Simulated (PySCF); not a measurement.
PySCF 2.14.0, unrestricted HF/def2-svp, df: ditellurium ([Te]=[Te]), charge 0, multiplicity 3, 2 atoms. The geometry is a generated start, not checked to be a minimum at this level.

```yaml
task: energy
method: hf
basis: def2-svp
two_electron_scheme: density fitting
mol.max_memory: 3000 MB
mf.max_cycle: 100
mf.DIIS: CDIIS (default)
mf.conv_tol: 1e-09 (default)
effective_core_potentials: those of the basis set, past Kr
basis_functions: 52
```

```xyz
2

Te     1.3011    -0.0184     0.0096
Te    -1.3011     0.0184    -0.0096
```

Charge 0 and multiplicity 3 are set for this test and not shown to be the ground state.

With the defaults (mf.init_guess = minao, mf.diis_damp = 0, mf.damp = 0, mf.diis_start_cycle = 1, mf.diis = true, mf.level_shift = 0, mf.diis_space = 8) it converges in 12 Fock builds. One run each on 2 threads, 1 BLAS thread, with these changes:
- mf.init_guess = huckel
- mf.diis_space = 20
- mf.damp = 0.7, mf.diis_start_cycle = 999, mf.diis = false
- mf.init_guess = mod_huckel
- mf.diis_damp = 0.3
- mf.diis_space = 3
- mf.init_guess = atom
- mf.level_shift = 0.3 Hartree
- mf.damp = 0.3, mf.diis_start_cycle = 4

Problem. Which runs fail or end elsewhere than the default run?

Solution. All converge. Another solution: mf.init_guess = mod_huckel (2900 meV higher). The rest reach the solution of the defaults.

```tsv
setting	Fock builds	end
mf.init_guess = huckel	10	same solution
mf.init_guess = atom	11	same solution
the defaults	12	same solution
mf.diis_space = 20	12	same solution
mf.diis_damp = 0.3	13	same solution
mf.damp = 0.3, mf.diis_start_cycle = 4	13	same solution
mf.diis_space = 3	13	same solution
mf.level_shift = 0.3 Hartree	14	same solution
mf.damp = 0.7, mf.diis_start_cycle = 999, mf.diis = false	46	same solution
mf.init_guess = mod_huckel	11	other solution, 2900 meV higher
```
